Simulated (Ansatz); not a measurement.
Take PbS in the rock salt structure (space group Fm-3m, No. 225; a = 6.009 Å) as the base.

Method: Ansatz (a quantum-chemistry and plane-wave program) PBE, spin-orbit coupling left out, earlier PAW set.

For the base:

The valley order is L along ⟨111⟩ 0.50 eV; a point along ⟨110⟩, about 0.6 Å⁻¹ from Γ 1.37 eV and the shortest interatomic distance is 3.005 Å.

Perturbation: a negative pressure, −2 GPa.

Question: Predict the new mean gap deformation potential ΔEg/Δln V, valley order and shortest interatomic distance.

Answer: The mean gap deformation potential ΔEg/Δln V amounts to +3.0 eV; the valley order (the lowest conduction-band minima on the path, energy above the VBM, named in the base's zone) becomes L along ⟨111⟩ 0.63 eV; a point along ⟨110⟩, about 0.6 Å⁻¹ from Γ 1.46 eV (base: L along ⟨111⟩ 0.50 eV; a point along ⟨110⟩, about 0.6 Å⁻¹ from Γ 1.37 eV); the shortest interatomic distance rises by 0.042 Å (3.005 Å → 3.047 Å).

With Pb present, leaving out spin-orbit coupling can change the band edges. Load acts through the strain it causes; cell and atoms are relaxed under it. Whether these cells are dynamically stable was not tested.
